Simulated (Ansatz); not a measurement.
We consider AgI (model structure, started from the HgO type, P6₄22, No. 181, 6 atoms in the cell), described by HSE06 (Ansatz, a first-principles code, PAW).

Output (set-up and result lines):

```
WARN output.stress: scf.exx.energy_threshold = 1e-6 eV is looser than the 6e-8 eV advised for a stress under a hybrid functional (1e-8 eV for each atom of the …
Crystal: 6 atoms, lattice volume = 178.159 Å³
Basis set: ecut = 460 eV, 4003 PW (Γ), exchange–correlation on 64×64×150 points (8 copies of the dense FFT grid, shifted against one another)
Bands: 65, of which v1, the nominal top of the filled ones, is band 54 counted from 1 (53 counted from 0)
Symmetry: 6 space group operations
Space group: P3121 (ITA 152), of the structure as read, at distance tolerance 5.6e-5 Å
k-points: 14 of 72 (time reversal used)
SCF iter   1: F=—  HF=-45311.522091 eV  |F-HF|=—  |Δ(HF+E_count)|=         —  Δρ=1.72e-3  dr2=3.70e-3
SCF iter   2: F=—  HF=-45311.522300 eV  |F-HF|=—  |Δ(HF+E_count)|=   2.09e-4  Δρ=5.71e-4  dr2=4.12e-4
  ...
Crystal: 6 atoms, lattice volume = 178.159 Å³
Initial density: handed on by an earlier stage of this run
Crystal: 6 atoms, lattice volume = 178.159 Å³
SCF iter   4: F=—  HF=-45336.037018 eV  |F-HF|=—  |Δ(HF+E_count)|=   4.47e-9  Δρ=8.08e-7  dr2=6.65e-10
SCF iter   5: F=-45336.037018 eV  HF=-45336.037018 eV  |F-HF|=1.46e-11  |Δ(HF+E_count)|=  1.46e-10  Δρ=1.95e-7  dr2=3.97e-11
SCF 3 converged in 5 iterations: F = -45336.037018 eV  dr2 = 3.97e-11
Free energy (F): -45336.037019 eV
Internal energy: -45336.037019 eV  (E = F + TS)
E sigma→0 (E₀):  -45336.037019 eV
Fermi energy:    9.383720 eV
--- Stress (GPa, compression-positive) ---
        2.831664       0.000000      -0.000000
        0.000000       2.831664      -0.000000
       -0.000000      -0.000000       3.367432
  P = ⅓ Tr σ = 3.0103 GPa (30.103 kbar)
```

Q: Write an input file that could have produced this run (the log leaves some choices open).

A: This is not unique; one that fits is 
Ansatz 0.2 input:
```yaml
crystal:
  lattice:
    - [4.4488147463, -0.0000003063, 0.0]
    - [-2.2244071079, 3.8527867402, 0.0]
    - [0.0, 0.0, 10.394151811]
  atoms:
    - { symbol: Ag, position: [0.4999628122, 0.4999628122, 0.5] }
    - { symbol: Ag, position: [0.5000371878, 0.0, 0.8333333333] }
    - { symbol: Ag, position: [0.0, 0.5000371878, 0.1666666667] }
    - { symbol: I, position: [0.4999827387, 0.4999827387, 0.0] }
    - { symbol: I, position: [0.5000172613, 0.0, 0.3333333333] }
    - { symbol: I, position: [0.0, 0.5000172613, 0.6666666667] }
basis:
  ecutwfc: 460
  ecutrho_ratio: 4
  xc_grid: 2
kpoints:
  mp_grid: { grid: [6, 6, 2] }
hamiltonian:
  xc: hse06
  dispersion: none
  pseudopotentials: { kind: paw }
scf:
  occupations: { method: fermi_dirac, width: 0.01 }
  convergence: { dr2_threshold: 0.0000000006 }
output:
  forces: true
  stress: true
  eigenvalues: true
```

The PAW data were made under PBE.

Note: the relaxation could raise the start's symmetry but not lower it, so the cell can be a saddle point. Note: cell and atoms aren't relaxed at this level (pressure 3.0 GPa).

A model structure was made by putting elements into a prototype or built by hand; it is no filed structure, need not be a known phase, and can be a saddle point held by its symmetry.
